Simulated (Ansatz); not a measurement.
**Si_N (metastable zinc-blende AlN host)**

The numbers are results of PBE, PAW (plane waves to 420 eV; Ansatz, a quantum-chemistry and plane-wave program), not measurements. A 2×2×2 supercell of 64 sites was used; the energies come from a 2×2×2 shifted sampling of its zone. Site at the start: the N site. Charged cells carry a point-charge image correction with potential alignment at far atoms. Dielectric constants: PBE linear response of the host. Host gap at this level: 3.31 eV. A cell of this size leaves errors of a few tenths of an eV. The semilocal functional narrows the gap, so deep levels can fall outside it. Spin–orbit coupling is left out. Each state is the lowest found from its start.

Formation energies E_f are given with the Fermi level at the valence-band maximum. Chemical conditions: N-rich (Δμ(N) = 0.00 eV, Δμ(Si) = -2.47 eV, bounded by beta Si3N4; only phases computed here count, gases as isolated molecules at 0 K). Reference phases: N: N2 molecule in a box, Si: silicon.

| charge | moment (μB) | largest move off a lattice site (Å) | image correction with alignment (eV) | E_f, N-rich (eV) | above the lowest spin state (eV) |
|---|---|---|---|---|---|
| +1 | 2.0 | 0.39 | 0.37 | 9.31 | 0.00 |
| +1 | not spin-polarised | 0.39 | 0.37 | 9.61 | 0.30 |
| 0 | 1.0 | 0.34 | 0.00 | 10.82 | 0.00 |
| −1 | not spin-polarised | 0.29 | 0.08 | 13.00 | 0.00 |

Transition levels above the valence-band maximum: ε(+1/0) = 1.52 eV; ε(0/−1) = 2.18 eV. On the lower envelope of the bound states, inside the gap: (+1/0) at 1.52 eV; (0/−1) at 2.18 eV.
